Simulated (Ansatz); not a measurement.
## Several settings converged on Li3Ag (I4mm, 4 atoms in the cell)

```
CELL_PARAMETERS angstrom
     -2.10280     2.10280     3.65758
      2.10280    -2.10280     3.65758
      2.10280     2.10280    -3.65758
ATOMIC_POSITIONS crystal
  Li 0.25000 0.75000 0.50000
  Li 0.75000 0.25000 0.50000
  Li 0.50684 0.50684 0.00000
  Ag 0.00000 0.00000 0.00000
```

Base method: PBEsol, default PAW files made with PBE (plane waves; Ansatz, an electronic-structure program).

Base settings: basis.ecutwfc = 420 eV; kpoints.mp_grid.grid = 11 11 11; hamiltonian.xc = pbesol; hamiltonian.pseudopotentials = {kind: paw} (the program's default PAW files); scf.occupations.method = gaussian; scf.occupations.width = 0.1 eV.

The count of work is k-points × plane waves × bands × iterations; it is no time. 

**The width of Fermi-Dirac smearing**

In this ladder: kpoints.mp_grid.grid = 18 18 18; scf.occupations.method = fermi_dirac.

Narrow widths need finer meshes than wide ones, so the last steps can hold mesh noise.

Only quantities that move along the ladder and can be compared are tabulated; pressure and forces are left out, as mesh noise rules them at narrow widths.

```csv
scf.occupations.width,free energy less the last step's (meV/atom),energy extrapolated to zero width less the last step's (meV/atom)
1 eV,-521.74,-8.82
0.5 eV,-138.56,-8.32
0.3 eV,-51.32,-1.80
0.2 eV,-22.49,-0.61
0.1 eV,-4.63,-0.10
0.05 eV,0.00,0.00
```

Widest scf.occupations.width that holds the energy extrapolated to zero width within 0.5 meV/atom of the last step, with all finer ones: 0.1 eV; the step before is off by 0.61 meV/atom.

Widest scf.occupations.width that holds the free energy within 5 meV/atom: not settled: the last two steps still differ by 4.6 meV/atom, over half the tolerance, so the ladder does not show it.

The extrapolation to zero width removes most of the smearing's effect on the energy.

**The width of Methfessel-Paxton smearing**

In this ladder: kpoints.mp_grid.grid = 18 18 18; scf.occupations.method = methfessel_paxton.

Narrow widths need finer meshes than wide ones, so the last steps can hold mesh noise.

Only quantities that move along the ladder and can be compared are tabulated; pressure and forces are left out, as mesh noise rules them at narrow widths.

```tsv
scf.occupations.width	free energy less the last step's (meV/atom)
1 eV	-3.13
0.5 eV	-0.52
0.3 eV	-0.14
0.2 eV	-0.01
0.1 eV	0.03
0.05 eV	0.00
```

Widest scf.occupations.width that holds the free energy within 2 meV/atom of the last step, with all finer ones: 0.5 eV; the step before is off by 3.1 meV/atom.

**The mesh under tetrahedron occupations**

In this ladder: scf.occupations.method = tetrahedron; scf.occupations.width = default.

Only quantities that move along the ladder and can be compared are tabulated.

| kpoints.mp_grid.grid | free energy less the last step's (meV/atom) | count of work / last |
|---|---|---|
| 5 5 5 | -4.60 | 0.016 |
| 6 6 6 | -1.08 | 0.023 |
| 7 7 7 | -0.46 | 0.030 |
| 9 9 9 | -0.40 | 0.056 |
| 11 11 11 | -0.04 | 0.095 |
| 13 13 13 | -0.02 | 0.15 |
| 17 17 17 | -0.08 | 0.30 |
| 21 21 21 | 0.01 | 0.55 |
| 26 26 26 | 0.00 | 1.0 |

Coarsest kpoints.mp_grid.grid that holds the free energy within 0.5 meV/atom of the last step, with all finer ones: 7 7 7, at 0.030 of the last step's count of work; the step before is off by 1.1 meV/atom.

On the base run: the starting cell comes from a database of computed structures (which also holds hypothetical and non-ambient phases and stackings), without a prior relaxation at this level. Its lattice was rescaled by up to half a per cent. One atom was moved a little off its site on purpose. Ansatz's pressure includes its estimate of the finite-basis (Pulay) stress.

Left out of this page: 4 runs of the series outside the window shown, repeating another row's setting, or not comparable.

Keys are those of Ansatz 0.2.
